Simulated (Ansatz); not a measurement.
Where the default PAW files enter, the runs use the earlier of Ansatz's two default sets.

By PBEsol, the system below comes out a metal.

A figure of merit of an interconnect metal is its ballistic conductance per area.

Data:

```
Sn
1.0
    3.26257     0.00000     0.00000
   -1.63129     4.24115     0.00000
    1.63129     0.00000     4.24115
Sn
2
Cartesian
  2.44693   2.12057   2.12057
  0.00000   0.00000   0.00000
```

Space group of this cell: I4_1/amd. The cell is strained (all lengths scaled by 1.02); by PBEsol its mean pressure is -4.0 GPa.

The current flows along the normal of the first two printed cell vectors, the (110) plane of the conventional cell. No spin-orbit coupling; the value is a mean over 0.1 eV about the Fermi level.

Problem. State the ballistic conductance per area according to PBEsol (Ansatz, a first-principles code).

Solution. 0.94 × 10¹⁵ S/m² for both spins.
